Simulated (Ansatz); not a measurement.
WSe2, thickness series

Start from WSe2 in the 2H-MoS2 type structure (space group P6_3/mmc, No. 194; a = 3.231 Å, c = 12.411 Å; layered, stacked along the Cartesian z axis).

Free-standing slabs (3 atom(s) a layer) normal to the stacking axis with 15 Å of vacuum; in-plane cell relaxed.

Computed with PBEsol-D3(BJ) (Ansatz, a program for electronic structure, PAW, no SOC).

Candidates:
(a) 2 layers
(b) 3 layers
(c) 1 layer

Base values:

Smallest direct gap: 1.65 eV

Order them by smallest direct gap, highest first.

(c) 1 layer (1.81 eV), (a) 2 layers (1.75 eV), (b) 3 layers (1.71 eV)

Spin-orbit coupling, missing from the scalar runs, can matter with W. Whether these cells are dynamically stable was not tested.
